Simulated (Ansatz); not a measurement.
Polymorphs of LiF, r2SCAN, rigid bands in Ansatz (a program for electronic structure); geometry: cell and atoms relaxed with PBEsol.
- Pm-3m, primitive cell of 2: a = 2.523 Å, b = 2.523 Å, c = 2.523 Å, α = 90.00°, β = 90.00°, γ = 90.00°
- Fm-3m, primitive cell of 2: a = 2.8339 Å, b = 2.8339 Å, c = 2.8339 Å, α = 60.00°, β = 60.00°, γ = 60.00°

```tsv
Space group	volume per atom (Å³)	band gap	electron conductivity mass	hole conductivity mass	Seebeck coefficient, n-type 1e19 cm⁻³
Pm-3m	8.0	8.84 eV	0.90 mₑ	2.1 mₑ	-282 μV/K
Fm-3m	8.0	10.20 eV	[?]	3.6 mₑ	-282 μV/K
```

Problem. Some entries are withheld; supply them.

Solution. 
- Fm-3m, electron conductivity mass: 0.89 mₑ

Masses are for dilute carriers at 300 K, harmonic means over directions unless an axis is named. Seebeck coefficients are for the stated density at 300 K, with one relaxation time for all states and whether or not that doping can be reached. Spin-orbit coupling is left out.

Computed structure with no diffraction record at hand here (it may be known, metastable or hypothetical): LiF (Pm-3m).
